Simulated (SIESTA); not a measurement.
Band structure of NiGe (Pnma, 8 atoms in the cell).

```yaml
crystal:
  lattice:
    - [5.31046, 0.00000, 0.00000]
    - [0.00000, 3.43850, 0.00000]
    - [0.00000, 0.00000, 5.74995]
  atoms:
    - { symbol: Ni, position: [0.50554, 0.25000, 0.69073] }
    - { symbol: Ni, position: [0.49446, 0.75000, 0.30927] }
    - { symbol: Ni, position: [0.99446, 0.75000, 0.19073] }
    - { symbol: Ni, position: [0.00554, 0.25000, 0.80927] }
    - { symbol: Ge, position: [0.68966, 0.25000, 0.08698] }
    - { symbol: Ge, position: [0.31034, 0.75000, 0.91302] }
    - { symbol: Ge, position: [0.81034, 0.75000, 0.58698] }
    - { symbol: Ge, position: [0.18966, 0.25000, 0.41302] }
```

Level of theory: GGA PBE, numerical atomic orbitals DZP, PseudoDojo PBE standard norm-conserving potentials (rewritten from UPF to PSML) (SIESTA).

Settings: XC.functional = GGA; XC.authors = PBE; potentials = PseudoDojo PBE standard; PAO.BasisSize = DZP; PAO.EnergyShift = 0.01 Ry; MeshCutoff = 400 Ry; kgrid.MonkhorstPack = 4 5 3; OccupationFunction = MP; OccupationMPOrder = 0; ElectronicTemperature = 580.23 K; MaxSCFIterations = 150; SCF.Mixer.Method = Broyden; SCF.Mixer.Weight = 0.1; SCF.Mixer.History = 8.

The starting cell comes from a database of computed structures (which also holds hypothetical and non-ambient phases and stackings), without a prior relaxation at this level. Its lattice was rescaled by a random factor within 2.5 % of one. Spin polarisation is off. Values carry the incompleteness of an atom-centred basis.

Levels in eV from the Fermi level, bands 61 to 66:
```
point     61     62     63     64     65     66
-----  -----  -----  -----  -----  -----  -----
Γ      -1.70  -1.08  -1.07  -0.80   0.70   0.93
X      -1.57  -1.57  -1.23  -1.23  -0.51  -0.51
S      -1.36  -1.36  -1.36  -1.36   0.31   0.31
Y      -1.55  -1.55   0.78   0.78   1.52   1.52
Z      -1.25  -1.25  -0.19  -0.19   1.05   1.05
U      -1.63  -1.63  -1.50  -1.50   0.44   0.44
R      -1.54  -1.54  -1.54  -1.54   2.51   2.51
T      -0.95  -0.95   0.70   0.70   2.59   2.59
```

Bands cross the Fermi level along this path, so the cell is metallic at this level.

Higher empty bands are left out: an atom-centred basis made for the valence describes them poorly.
